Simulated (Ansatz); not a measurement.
Input:

```
O2Si
1.0
    5.09250     0.00000     0.00000
    0.00000     5.09250     0.00000
    0.00000     0.00000     6.93393
Si O
4 8
Direct
  0.30134   0.30134   0.50000
  0.19866   0.80134   0.75000
  0.69866   0.69866   0.00000
  0.80134   0.19866   0.25000
  0.10643   0.23861   0.32011
  0.26139   0.60643   0.57011
  0.89357   0.76139   0.82011
  0.73861   0.39357   0.07011
  0.60643   0.26139   0.42989
  0.76139   0.89357   0.17989
  0.39357   0.73861   0.92989
  0.23861   0.10643   0.67989
```

Space group of this cell: P4_12_12. The cell is strained (lengths across the current scaled by 1.02, ions clamped); by r2SCAN its mean pressure is -6.4 GPa.

Transport runs along the normal of the first two printed cell vectors, the (001) (indices of the unstrained crystal) plane of the conventional cell.

The gap is the functional's own, uncorrected, and κ follows it; spin-orbit coupling is left out. Mid-gap values are interpolated between the computed energies.

Q: State the band gap and the smallest decay constant κ at mid-gap according to Ansatz (a program for electronic structure) with r2SCAN.

A: Gap 6.09 eV on a 6×6×6 mesh; κ = 0.536 1/Å, at the zone centre.
